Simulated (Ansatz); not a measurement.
# Hypothetical rock salt YSi under a change: uniaxial stress, 5 GPa compression along x

Start from YSi in the rock salt structure (space group Fm-3m, No. 225; a = 5.837 Å; a hypothetical phase, not in the database extracts checked; relaxed with 0.1 eV smearing). Axes: x, y, z lie along the cube axes.

The change: uniaxial stress, 5 GPa compression along x; all other stress components relax to zero.

Method: Ansatz (a program for electronic structure) r2SCAN, spin-orbit coupling left out, earlier PAW set. Settings: 17×17×17 k-points, 0.1 eV Fermi–Dirac smearing.

| quantity | base | changed | shift |
|---|---|---|---|
| volume per atom | 24.86 Å³ | 24.33 Å³ | -0.53 Å³ |
| space group | Fm-3m (No. 225) | I4/mmm (No. 139) | – |
| shortest interatomic distance | 2.919 Å | 2.839 Å | -0.080 Å |
| energy relative to the base (free energy F) | 0 meV/atom | +10 meV/atom | +10 meV/atom |
| band gap | zero | zero | – |
| strain response (xx, yy, zz) | – | (−2.73, +0.31, +0.31) % | – |
| secant Young's modulus along x | – | 180 GPa | – |
| mean lateral Poisson ratio | – | 0.11 | – |

Cost of the whole job for the changed cell (relaxation, final SCF and bands): roughly 80 core-seconds.

Beyond what the load breaks, stability against distortions was not tested. All final runs are without spin polarisation. An odd electron count without spin: YSi. YSi has a high density of states at the Fermi level and may be magnetic at this level.
